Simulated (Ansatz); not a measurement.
Effective masses and thermopower of GaP (F-43m)

Given:

```
CELL_PARAMETERS angstrom
      0.00000     2.71922     2.71922
      2.71922     0.00000     2.71922
      2.71922     2.71922     0.00000
ATOMIC_POSITIONS crystal
  Ga 0.00000 0.00000 0.00000
  P  0.25000 0.25000 0.25000
```

The numbers are results of HSE06 with spin-orbit coupling, rigid bands (plane waves, PAW; Ansatz, a quantum-chemistry and plane-wave program), not measurements. Cell: cell and atoms relaxed with PBEsol.

```yaml
band_gap: 2.22 eV
electron conductivity mass (300 K, dilute): 0.34 mₑ
hole conductivity mass (300 K, dilute): 0.48 mₑ
effective density of states N_c (300 K): 4.2e19 cm⁻³
effective density of states N_v (300 K): 2.1e19 cm⁻³
density_of_states_mass_electrons: 1.42 mₑ
density_of_states_mass_holes: 0.88 mₑ
Seebeck coefficient, n-type 1e19 cm⁻³, 300 K: -329 μV/K
best n-type power factor at 300 K for τ = 10 fs (best axis; densities from 1e16 to 1e21 cm⁻³ tried, whether or not they can be reached): 16.3 μW/(cm·K²) at 1e20 cm⁻³
Seebeck coefficient, p-type 1e19 cm⁻³, 300 K: 310 μV/K
best p-type power factor at 300 K for τ = 10 fs (best axis; densities from 1e16 to 1e21 cm⁻³ tried, whether or not they can be reached): 14.0 μW/(cm·K²) at 3e20 cm⁻³
```

Rigid bands; masses and Seebeck coefficients take one relaxation time τ for all states and one kind of carrier; polarons and phonon drag are left out. Geometry: cell and atoms relaxed with PBEsol.
